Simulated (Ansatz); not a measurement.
The parent structure is VN in the rock salt structure (space group Fm-3m, No. 225; a = 4.0748 Å; relaxed with 0.1 eV smearing). Axes: x, y, z lie along the cube axes.

The values are results of PBEsol/PAW in Ansatz (a program for electronic structure), without spin-orbit coupling, earlier PAW set, not measurements.

Perturbation: uniaxial strain ε_zz = +1.16 %, all other strain components held at zero; the atoms relax in the strained cell.

Estimate the effect on the stress.

The stress (xx, yy, zz, yz, xz, xy; compression positive) amounts to (-1.9, -1.9, -7.4, 0.0, 0.0, 0.0) GPa.

Estimate the effect on the energy relative to the base.

The energy grows by 2.3 meV/atom.

No phonon test of stability was made. Starting moments died away, wholly or in part, for the base; another magnetic solution may exist. All final runs are without spin polarisation.
